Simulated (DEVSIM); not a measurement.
Device: Schottky contact on n-type GaN, at 250 K.

Layer 1 from the left is GaN, thickness (μm) 3.10, Nd (cm⁻³) 3.6e16, τn (s) 3.7e-8, τp (s) 3.7e-8.

Left contact: Schottky, work function 5.44 eV, emission velocity 1.7e6 cm/s. Right contact: ohmic. Voltage is applied to the left contact. Recombination: SRH at mid-gap, Auger. Mobility is μmin + (μ − μmin)/(1 + (N/Nref)^α).

This is a model device: material constants are rounded textbook-type values typed into the input, and sizes, dopings and lifetimes were drawn at random. Values at 300 K; Nc and Nv go as T^1.5, mobilities as T to minus their exponent, the gap by Varshni's rule with the affinity fixed.

GaN: gap (eV) 3.43, affinity (eV) 4.1, permittivity 9.5, Nc (cm⁻³) 2.3e18, Nv (cm⁻³) 4.6e19, μn (cm²/Vs) 1200, μp (cm²/Vs) 100, μn,min 55, μp,min 3, Nref,n 2e17, Nref,p 3e17, αn 1, αp 2, T exponent of μn 1.5, T exponent of μp 2, Cn (cm⁶/s) 1e-30, Cp (cm⁶/s) 1e-30, Varshni α (eV/K) 0.00091, Varshni β (K) 830.

Model (solved in DEVSIM): 1D drift-diffusion, Boltzmann statistics, complete ionisation; no tunnelling, impact ionisation, image-force lowering or self-heating. Metal contacts follow the ideal Schottky-Mott rule: no Fermi-level pinning, no interface dipoles.

Dark forward current:

| |V| (V) | |J| (A/cm²) |
|---|---|
| 0.45 | 5.385e-13 |
| 0.50 | 5.482e-12 |
| 0.55 | 5.581e-11 |
| 0.60 | 5.681e-10 |
| 0.65 | 5.783e-9 |
| 0.70 | 5.886e-8 |
| 0.75 | 5.990e-7 |
| 0.80 | 6.095e-6 |
| 0.85 | 6.201e-5 |
| 0.90 | 0.0006307 |
| 0.95 | 0.006412 |
| 1.00 | 0.06515 |
| 1.05 | 0.6605 |
| 1.10 | 6.618 |
| 1.15 | 60.44 |
| 1.20 | 353.4 |
| 1.25 | 1026 |
| 1.30 | 1935 |
| 1.35 | 2960 |

Question: Work out the local ideality factor n = ΔV / (kT/q · ln(J2/J1)) between the rows 0.45 and 0.50 V, 0.50 and 0.55 V, 1.30 and 1.35 V.

Answer: kT/q = 21.54 mV. From 0.45 to 0.50 V: ln(5.482e-12/5.385e-13) = 2.320, n = 1.00, near the 1 of diffusion or emission over a barrier. From 0.50 to 0.55 V: ln(5.581e-11/5.482e-12) = 2.320, n = 1.00, near the 1 of diffusion or emission over a barrier. From 1.30 to 1.35 V: ln(2960/1935) = 0.425, n = 5.46; the layers' resistance at their doping, Σ W/(qμN) = 4.0e-5 Ω cm², would take 41 mV of this step of 50 mV.

Question: Estimate the current at 0.80 V for emission alone, J0 = q v N_band exp(−φB/kT), and read the barrier back from the simulated current.

Answer: φB = 1.340 eV, N_band = 1.75e18 cm⁻³, J0 = 4.58e-22 A/cm²; J = J0 (exp(qV/kT) − 1) = 6.17e-6 A/cm². The simulation gives 6.10e-6 A/cm²; the estimate lies 1.3 % above. Read backwards, the simulated current gives an apparent barrier of 1.340 eV. The estimate leaves out transport through the depletion region and minority injection.
